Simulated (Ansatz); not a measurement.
A computed series for Ru: response to strain

Base system: Ru in the hcp (Mg type) structure (space group P6_3/mmc, No. 194; a = 2.676 Å, c = 4.224 Å; relaxed with 0.1 eV smearing). Axes: x lies along a and z along c of the hexagonal cell.

Strains are applied to the cell and any free atomic positions relax.

Calculations: LDA (Ansatz, a quantum-chemistry and plane-wave program; PAW; 420 eV plane waves; spin-orbit coupling left out).

Notes on the quantities. pressure: mean of the normal stresses, compression positive; energy relative to the base: free energy F.

```
change                           pressure  energy relative to the base  volume per atom
------------------------------  ---------  ---------------------------  ---------------
base                              0.0 GPa                   0 meV/atom         13.09 Å³
uniaxial strain ε_zz = −3.00 %   12.9 GPa                 +29 meV/atom         12.70 Å³
uniaxial strain ε_zz = −2.00 %          …                            …         12.83 Å³
uniaxial strain ε_zz = −1.50 %    6.1 GPa                +7.1 meV/atom         12.90 Å³
uniaxial strain ε_zz = −1.00 %    4.0 GPa                +3.1 meV/atom         12.96 Å³
uniaxial strain ε_zz = +1.00 %   -3.7 GPa                +2.9 meV/atom         13.22 Å³
uniaxial strain ε_zz = +1.50 %   -5.4 GPa                +6.6 meV/atom         13.29 Å³
uniaxial strain ε_zz = +2.00 %   -7.0 GPa                 +12 meV/atom         13.35 Å³
uniaxial strain ε_zz = +2.50 %   -8.6 GPa                 +18 meV/atom         13.42 Å³
uniaxial strain ε_zz = +3.00 %  -10.1 GPa                 +25 meV/atom         13.49 Å³
```

Q: Fill in the withheld entries from the trend.

A: 
- uniaxial strain ε_zz = −2.00 %, pressure: 8.3 GPa
- uniaxial strain ε_zz = −2.00 %, energy relative to the base: +13 meV/atom

Stability against distortions was not tested. All final runs are without spin polarisation.
